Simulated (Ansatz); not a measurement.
BP (model structure, started from the PtS type, P4₂/mmc, No. 131, 4 atoms in the cell)

Level of theory: PBEsol (Ansatz, a program for electronic structure, PAW).

Settings: plane-wave cutoff 500 eV, 14×14×8 k mesh (along the axes of the cell as run), Fermi–Dirac smearing 0.05 eV, scalar-relativistic PAW data made under PBE.

Cell (relaxed at this level):

```
CELL_PARAMETERS angstrom
      2.98035     0.00000     0.00000
      0.00000     2.98035     0.00000
      0.00000     0.00000     5.27350
ATOMIC_POSITIONS crystal
  B  0.00000 0.50000 0.00000
  B  0.50000 0.00000 0.50000
  P  0.00000 0.00000 0.25000
  P  0.00000 0.00000 0.75000
```

```json
{
  "band_gap": "zero (no gap)"
}
```

Note: the relaxation could raise the start's symmetry but not lower it, so the cell can be a saddle point.

Computed values are for the static lattice.

It cost very roughly 20 core-seconds of CPU time.

A model structure was made by putting elements into a prototype or built by hand; it is no filed structure, need not be a known phase, and can be a saddle point held by its symmetry.
